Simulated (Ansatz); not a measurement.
Defect: interstitial F in wurtzite ZnO, charge state -1. The step: one F atom jumps by itself; the atom moves 2.51 Å along (0.00, 0.76, 0.00) of the unit cell; the moving atom starts with neighbours O at 2.48, 2 O at 2.52; Zn at 1.96, 2 Zn at 2.26, 2 Zn at 2.43 Å and ends with O at 2.48, 2 O at 2.52; Zn at 1.96, 2 Zn at 2.26, 2 Zn at 2.43 Å. DFT values are from Ansatz (plane-wave PAW, 420 eV unless said) in a cell of 72 host sites, spin-restricted, static, with no finite-size correction. The charge state is imposed; whether it is stable for some Fermi level was not computed. Sites that were not tried may lie lower. The start lies 0.12 eV above the lowest site run (PBE). For the PBE band: the saddle point's order was not checked, and it lies on a symmetry element of the cell, where a band can be held.

| Level | Forward barrier (eV) | Cost of the band or of the saddle's single point |
|---|---|---|
| CHGNet universal potential (has no charge state), its own band | 0.45 | - |
| PBE, one k-point at (0.125, 0.250, 0.250), band relaxed | 0.53 | very roughly 14 core-minutes |
| PBE, a 2×2×2 k-point mesh shifted by half a step along c, same geometries | 0.53 | around 2.9 core-minutes (rough) |
| r2SCAN at 500 eV, one k-point at (0.125, 0.250, 0.250), same geometries | ? | roughly 90 core-seconds |

### Question
Some entries are withheld; supply them.

### Answer

- r2SCAN at 500 eV, one k-point at (0.125, 0.250, 0.250), same geometries, Forward barrier (eV): 0.54

Ansatz is an electronic-structure program.
